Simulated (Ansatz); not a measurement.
The reference is ZrS$_{2}$ in the CdI2 type structure (space group P-3m1, No. 164; a = 3.635 Å, c = 5.720 Å; layered, stacked along the Cartesian z axis). Axes: x lies along a and z along c of the hexagonal cell.

Level of theory: Kohn–Sham DFT with the PBE-D3(BJ) functional, run in Ansatz (a quantum-chemistry and plane-wave program) with PAW and 420 eV plane waves, no SOC.

Before the change:

```
Quantity              Result
-------------------  -------
Smallest direct gap  1.41 eV
```

Now apply this change: the cell is compressed by 0.50 % along z with no lateral relaxation; the atoms relax in the strained cell.

### Question
Estimate the effect on the smallest direct gap and stress.

### Answer
The smallest direct gap falls by 0.03 eV to 1.38 eV; the stress (xx, yy, zz, yz, xz, xy; compression positive) is (0.05, 0.05, 0.24, 0.00, 0.00, 0.00) GPa.

Gaps are read on the SCF mesh and a high-symmetry path. No phonon test of stability was made.
